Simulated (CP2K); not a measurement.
# Converging shifted k-point meshes: HgTe (R3m, 2 atoms in the cell)

```yaml
crystal:
  lattice:
    - [4.54507, 0.00000, 0.00000]
    - [2.27253, 3.93615, 0.00000]
    - [2.27253, 1.31205, 3.71103]
  atoms:
    - { symbol: Hg, position: [0.00449, 0.00449, 0.00449] }
    - { symbol: Te, position: [0.25000, 0.25000, 0.25000] }
```

Method: CP2K with PBEsol, GPW, DZVP-MOLOPT-SR-GTH basis, GTH-PBE potentials (GTH_POTENTIALS).

Base settings: CUTOFF = 500 Ry; REL_CUTOFF = 50 Ry; SMEAR/METHOD = FERMI_DIRAC; ELECTRONIC_TEMPERATURE = 116.05 K; KPOINTS/SCHEME = MONKHORST-PACK 3 3 3; XC_FUNCTIONAL = PBE:PBESOL; Hg/BASIS_SET = DZVP-MOLOPT-SR-GTH-q12; Hg/POTENTIAL = GTH-PBE-q12; Te/BASIS_SET = DZVP-MOLOPT-SR-GTH-q6; Te/POTENTIAL = GTH-PBE-q6.

Shifted meshes do not hold Γ, so a gap read on them misses any band edge there.

Only quantities that move along the ladder and can be compared are tabulated.

The starting cell has typed, rounded lattice constants, without a prior relaxation at this level. Its lattice was rescaled by up to half a per cent. One atom was moved a little off its site on purpose. Spin-orbit coupling is off. Values carry the incompleteness of an atom-centred basis. The potentials were made for another functional than the one used. In the base run, with a pressure of about 5 GPa the cell is away from its equilibrium volume at this level. The run gives no clean gap (levels at the Fermi energy touch, overlap or are partly filled at this smearing), which alone does not show that the compound is a metal. Without a gap this mesh is coarse (it stands for a supercell whose shortest vector is 14 Å).

Steps (KPOINTS/SCHEME): MONKHORST-PACK 2 2 2; MACDONALD 3 3 3 0.1666666667 0.1666666667 0.1666666667; MONKHORST-PACK 4 4 4; MACDONALD 5 5 5 0.1 0.1 0.1; MONKHORST-PACK 6 6 6; MACDONALD 7 7 7 0.07142857143 0.07142857143 0.07142857143; MONKHORST-PACK 8 8 8; MACDONALD 9 9 9 0.05555555556 0.05555555556 0.05555555556; MONKHORST-PACK 10 10 10; MONKHORST-PACK 12 12 12; MACDONALD 13 13 13 0.03846153846 0.03846153846 0.03846153846; MONKHORST-PACK 14 14 14.

Q: What is the coarsest KPOINTS/SCHEME that holds the pressure within 0.1 GPa of the last step, with all finer ones?

A: MACDONALD 3 3 3 0.1666666667 0.1666666667 0.1666666667; the step before is off by 0.28 GPa.

Q: What is the coarsest KPOINTS/SCHEME that holds the forces within 0.01 eV/Å of the last step, with all finer ones?

A: MONKHORST-PACK 6 6 6; the step before is off by 0.019 eV/Å.

```tsv
KPOINTS/SCHEME	free energy less the last step's (meV/atom)	pressure (GPa)	largest difference of a force vector from the last step's (eV/Å)	gap on the mesh (eV)
MONKHORST-PACK 2 2 2	39.73	3.74	0.847	1.572
MACDONALD 3 3 3 0.1666666667 0.1666666667 0.1666666667	2.49	3.48	0.204	1.210
MONKHORST-PACK 4 4 4	-0.06	3.46	0.061	1.091
MACDONALD 5 5 5 0.1 0.1 0.1	-0.12	3.46	0.019	0.890
MONKHORST-PACK 6 6 6	-0.05	3.46	0.005	0.735
MACDONALD 7 7 7 0.07142857143 0.07142857143 0.07142857143	-0.01	3.46	0.001	0.615
MONKHORST-PACK 8 8 8	0.01	3.46	0.000	0.522
MACDONALD 9 9 9 0.05555555556 0.05555555556 0.05555555556	0.01	3.46	0.000	0.447
MONKHORST-PACK 10 10 10	0.01	3.46	0.000	0.387
MONKHORST-PACK 12 12 12	0.00	3.46	0.000	0.296
MACDONALD 13 13 13 0.03846153846 0.03846153846 0.03846153846	0.00	3.46	0.000	0.261
MONKHORST-PACK 14 14 14	0.00	3.46	0.000	0.231
```
